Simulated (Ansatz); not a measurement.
The starting structures come from a database of crystals and need not be the phases stable at ambient conditions.

By PBEsol, the system below comes out a metal.

A figure of merit of an interconnect metal is its ballistic conductance per area.

Data:

```xyz
2
Lattice="2.8679 0.0000 0.0000 0.0000 2.8679 0.0000 0.0000 0.0000 2.8116" Properties=species:S:1:pos:R:3 pbc="T T T"
Be     0.0000     0.0000     0.0000
Pd     1.4339     1.4339     1.4058
```

Space group of this cell: P4/mmm. The cell is strained (lengths across the current scaled by 1.02, ions clamped); by PBEsol its mean pressure is -9.1 GPa.

The current flows along the normal of the first two printed cell vectors, the (001) (indices of the unstrained crystal) plane of the conventional cell. No spin-orbit coupling; the value is a mean over 0.1 eV about the Fermi level.

State the ballistic conductance per area according to PBEsol (Ansatz, an electronic-structure program).

0.72 × 10¹⁵ S/m² for both spins.
